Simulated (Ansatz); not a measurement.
For TiSi2 (Fddd, No. 70), LDA (PAW; Ansatz, an electronic-structure program) gives:

| Quantity | Value |
|---|---|
| bulk modulus B0 | 158 GPa |
| cohesive energy | 6.35 eV/atom |

Q: What does r²SCAN in Ansatz (plane waves, PAW) give for the same quantities?

A: 
- bulk modulus: 147 GPa (drops by 7.0 %)
- cohesive energy: 5.19 eV/atom (shrinks by 1.16 eV/atom)

Changes are worked out from the printed values.

Unless a cell is named, each level is at its own relaxed cell (LDA 13.50, r²SCAN 13.97 Å³/atom).

The crystal itself was run without spin with LDA, r²SCAN; a magnetic state was not tried in these runs.

Caveats: the bulk modulus is −V dP/dV from two relaxed cells at ±2 % in volume (LDA, r²SCAN). Ansatz's density-functional and Hartree–Fock values are scalar-relativistic unless marked +SOC, with PAW data made under PBE.
